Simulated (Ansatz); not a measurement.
Structure of amorphous In$_{6}$Ga$_{12}$Zn$_{6}$O$_{33}$ (periodic cell):

```xyz
57
Lattice="8.9836 0.0000 0.0000 0.0000 8.9836 0.0000 0.0000 0.0000 8.9836" Properties=species:S:1:pos:R:3 pbc="T T T"
In     1.7853     3.1638     1.6758
In     6.1588     1.7150     6.2224
In     4.7196     7.6973     6.1540
In     8.9520     5.9213     8.4380
In     6.5574     4.9692     4.4750
In     0.4199     0.2242     1.5841
Ga     6.0724     6.4652     1.7112
Ga     6.3590     0.1820     0.1984
Ga     0.2538     2.0316     4.7811
Ga     0.8971     4.9549     5.7809
Ga     3.7615     2.2221     4.6077
Ga     5.9049     4.6206     8.1506
Ga     4.8648     2.7012     1.5427
Ga     8.6649     2.4864     8.2852
Ga     3.4597     8.6527     0.5329
Ga     3.4362     4.2941     6.6807
Ga     2.2682     1.3250     7.3402
Ga     2.2804     8.5245     3.9292
Zn     7.8900     3.5633     2.1635
Zn     3.3912     5.5531     3.5828
Zn     3.1463     5.6127     0.3760
Zn     6.3562     0.6044     3.3521
Zn     0.4783     6.3144     2.4630
Zn     8.1241     7.8334     5.1462
O      6.8788     5.9260     0.0177
O      5.1475     5.3409     2.8687
O      4.8685     0.6331     4.7162
O      7.7281     0.8673     4.9271
O      2.5108     4.4023     5.0190
O      8.9292     6.4038     6.3807
O      0.6187     2.0382     6.7349
O      8.6051     3.8713     4.9546
O      3.0029     8.6252     7.6559
O      6.9560     3.1567     7.6075
O      2.0684     1.1946     4.8125
O      1.9482     4.9571     7.6777
O      7.7424     5.4539     2.6882
O      3.6435     2.4277     6.6768
O      0.7150     7.2935     0.7358
O      8.9743     3.9292     0.4684
O      0.4821     7.9428     3.6253
O      3.1976     7.1758     4.7493
O      4.7532     1.0537     0.6008
O      6.4037     6.9841     5.0201
O      4.8149     5.5068     6.8948
O      0.2990     2.1220     2.8015
O      2.1040     5.2119     2.0630
O      3.5150     2.7599     2.8103
O      5.3755     3.3323     5.0670
O      6.4465     2.3528     2.3584
O      2.5075     8.9404     2.1146
O      6.6995     8.2598     1.8599
O      6.0782     8.8760     7.3499
O      4.3907     7.0480     0.7028
O      4.4836     3.9927     0.2412
O      8.0310     0.9575     0.1561
O      1.6641     1.7195     0.1525
```

All values below come from PBE, scalar-relativistic without spin-orbit coupling (plane waves to 420 eV, PAW; Ansatz, an electronic-structure program).

It comes from a melt-quench run on a machine-learned potential (CHGNet), relaxed afterwards by DFT. O atoms were pushed apart under 1.9 Å during the dynamics, to hinder bonds among them. The hot cell started wider than the set density and was brought back towards it in steps. It is the lowest in DFT energy of 2 quenches. It is a model cell: composition and starting density were chosen by hand, and all elements were melted together. No dispersion term was used. Its density started from a set value of 5.78 and ended at 5.60 g/cm³. The simulated quench (nominally 84 K/ps over its main leg) is rapid and tends to freeze in more defects than a deposited or slowly cooled glass has. One small periodic cell is one sample of the glass; other quenches scatter about these values. The volume was free in the relaxation, at fixed shape. Stress components on the final sampling reach 1.8 GPa.

Neighbours within In-In 3.12 Å, In-Ga 2.90 Å, In-Zn 2.90 Å, In-O 2.74 Å, Ga-Ga 2.68 Å, Ga-Zn 2.68 Å, Ga-O 2.38 Å, Zn-Zn 2.68 Å, Zn-O 2.34 Å, O-O 1.58 Å count as bonded. Two cations that share two anions don't count as bonded, nor two that share one unless they lie closer than In-In 3.04 Å, In-Ga 2.82 Å, In-Zn 2.82 Å, Ga-Ga 2.61 Å, Ga-Zn 2.61 Å, Zn-Zn 2.61 Å.

Problem. Give the coordination numbers, mean bond lengths and angles.

Solution. 
```yaml
Mean coordination of In by anions: 5.50 (3 with 5, 3 with 6)
Mean coordination of Ga by anions: 4.33 (8 with 4, 4 with 5)
Mean coordination of Zn by anions: 4.00 (6 with 4)
Mean coordination of O: 3.30 (23 with 3, 10 with 4)
Mean Ga-O bond: 1.921 Å (spread 0.092 Å, 52 counted)
Mean In-O bond: 2.218 Å (spread 0.135 Å, 33 counted)
Mean Zn-O bond: 2.016 Å (spread 0.066 Å, 24 counted)
Bond angle at In: mean 104.2°, spread 28.5°
Bond angle at Ga: mean 108.2°, spread 20.8°
Bond angle at Zn: mean 109.2°, spread 14.7°
Bond angle at O: mean 113.3°, spread 16.1°
```

Problem. List the pairs of like atoms that count as bonded by the rules above.

Solution. There are none by these rules.
